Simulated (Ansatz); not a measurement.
An Ansatz (a program for electronic structure) run: Sb with a change (uniaxial strain ε_yy = +2.14 %); Ansatz, PBEsol-D3(BJ), PAW, cutoff 420 eV, scalar-relativistic without spin-orbit coupling.

Input:

Ansatz 0.2 input:
```yaml
crystal:
  lattice:
    - [2.1328400784, 1.2577476633, 3.5659457793]
    - [-2.1328400784, 1.2577476633, 3.5659457793]
    - [0, -2.5154953267, 3.5659457793]
  atoms:
    - { symbol: Sb, position: [0.2395965941, 0.2395965941, 0.2395965941] }
    - { symbol: Sb, position: [0.7604034059, 0.7604034059, 0.7604034059] }
basis: { ecutwfc: 420, ecutrho_ratio: 4, xc_grid: 2, fft_grid_basis: typed }
kpoints: { mp_grid: { grid: [17, 17, 17] } }
hamiltonian:
  xc: pbesol
  dispersion: d3bj
  pseudopotentials: { kind: paw }
scf: { occupations: { method: fermi_dirac, width: 0.1 }, convergence: { dr2_threshold: 0.0000000002 } }
relax: { f_tol: 0.005, max_steps: 50 }
output: { forces: true, stress: true }
checkpoint: { write: state.ck, write_every: 1000 }
```

Output (explanatory and most iteration lines left out):

```
Relaxation: its limit of steps is 50 (relax.max_steps)
Pseudopotential: Sb, paw, valence charge 15
Crystal: 2 atoms, lattice volume = 57.395 Å³
Basis set: ecut = 420 eV, 1119 PW (Γ), exchange–correlation on 60×60×60 points (8 copies of the dense FFT grid, shifted against one another)
Bands: 19, of which v1, the nominal top of the filled ones, is band 15 counted from 1 (14 counted from 0)
Symmetry: 4 space group operations
Space group: C2/m (ITA 12), of the structure as read, at distance tolerance 3.9e-5 Å
k-points: 1305 of 4913
Functional: x = pbesol(κ = 0.804, μ = 0.12345679012345678), c = pbesol(β = 0.046)
SCF iter   1: F=—  HF=-12817.112778 eV  |F-HF|=—  |Δ(HF+E_count)|=         —  Δρ=2.64e-3  dr2=3.00e-3  ethr=1.77e-3  ⟨swp⟩=6.0  Hψ=124857  notcnv=0
SCF iter   2: F=—  HF=-12817.110069 eV  |F-HF|=—  |Δ(HF+E_count)|=   2.71e-3  Δρ=1.73e-3  dr2=1.13e-3  ethr=1.00e-5  ⟨swp⟩=2.7  Hψ=56023  notcnv=0
SCF 1 converged in 9 iterations: F = -12817.109673 eV  dr2 = 2.41e-11
relax step   1: F+E_penalty+E_count = -12817.10967282 eV  Δ(F+E_penalty+E_count) = +0.000e0 eV  max|allowed force component| = 6.588e-2 eV/Å  Δτ_max = 0.0000 Å  (9 SCF iters, accepted)
Crystal: 2 atoms, lattice volume = 57.395 Å³
SCF iter   1: F=—  HF=-12817.110478 eV  |F-HF|=—  |Δ(HF+E_count)|=         —  Δρ=6.35e-4  dr2=1.64e-4  ethr=5.26e-7  ⟨swp⟩=2.0  Hψ=94655  notcnv=0
SCF iter   2: F=—  HF=-12817.110463 eV  |F-HF|=—  |Δ(HF+E_count)|=   1.50e-5  Δρ=3.96e-4  dr2=6.52e-5  ethr=5.26e-7  ⟨swp⟩=1.0  Hψ=24795  notcnv=0
SCF 2 converged in 7 iterations: F = -12817.110451 eV  dr2 = 3.89e-11
relax step   2: F+E_penalty+E_count = -12817.11045064 eV  Δ(F+E_penalty+E_count) = -7.778e-4 eV  max|allowed force component| = 9.671e-3 eV/Å  Δτ_max = 0.0115 Å  (7 SCF iters, accepted)
Crystal: 2 atoms, lattice volume = 57.395 Å³
SCF iter   1: F=—  HF=-12817.110477 eV  |F-HF|=—  |Δ(HF+E_count)|=         —  Δρ=9.40e-5  dr2=3.28e-6  ethr=9.78e-8  ⟨swp⟩=3.9  Hψ=75468  notcnv=0
SCF iter   2: F=—  HF=-12817.110477 eV  |F-HF|=—  |Δ(HF+E_count)|=   1.49e-7  Δρ=5.93e-5  dr2=1.42e-6  ethr=1.09e-8  ⟨swp⟩=1.0  Hψ=35236  notcnv=0
SCF 3 converged in 5 iterations: F = -12817.110477 eV  dr2 = 1.12e-10
relax step   3: F+E_penalty+E_count = -12817.11047668 eV  Δ(F+E_penalty+E_count) = -2.604e-5 eV  max|allowed force component| = 6.996e-3 eV/Å  Δτ_max = 0.0015 Å  (5 SCF iters, accepted)
Crystal: 2 atoms, lattice volume = 57.395 Å³
SCF iter   1: F=—  HF=-12817.110506 eV  |F-HF|=—  |Δ(HF+E_count)|=         —  Δρ=2.47e-4  dr2=2.28e-5  ethr=7.66e-7  ⟨swp⟩=3.6  Hψ=76402  notcnv=0
SCF iter   2: F=—  HF=-12817.110506 eV  |F-HF|=—  |Δ(HF+E_count)|=   5.73e-7  Δρ=1.56e-4  dr2=9.88e-6  ethr=7.61e-8  ⟨swp⟩=1.0  Hψ=35235  notcnv=0
SCF 4 converged in 6 iterations: F = -12817.110505 eV  dr2 = 6.07e-11
relax step   4: F+E_penalty+E_count = -12817.11050451 eV  Δ(F+E_penalty+E_count) = -2.784e-5 eV  max|allowed force component| = 9.503e-4 eV/Å  Δτ_max = 0.0041 Å  (6 SCF iters, accepted)
SCF converged after 6 iterations
Free energy (F): -12817.110505 eV
Internal energy: -12817.094540 eV  (E = F + TS)
E sigma→0 (E₀):  -12817.102522 eV
Entropy (-TS):   -0.015965 eV (-7.982 meV/atom)
Fermi energy:    10.518704 eV
  E_disp       = -0.951483  (pairwise vdW)
--- Forces (eV/Å), atoms counted from 1 ---
  atom   1  Sb     0.00000000     0.00021627     0.00095028
  atom   2  Sb    -0.00000000    -0.00021627    -0.00095028
--- Stress (GPa, compression-positive) ---
       -0.626357      -0.000000      -0.000000
       -0.000000      -2.123055      -0.537186
       -0.000000      -0.537186      -0.712459
  P = ⅓ Tr σ = -1.1540 GPa (-11.540 kbar)
--- Relaxed structure (4 steps of the walk, 4 accepted, 0 SCFs on fresh bases) ---
  atoms:
    - { symbol: Sb, position: [0.2375718209317828, 0.2375718209317828, 0.24047621447456446] }
    - { symbol: Sb, position: [0.7624281790682172, 0.7624281790682172, 0.7595237855254356] }
```

Stability against distortions was not tested. The cell was made from Sb in the A7 type structure (space group R-3m, No. 166) by this change: uniaxial strain ε_yy = +2.14 %.
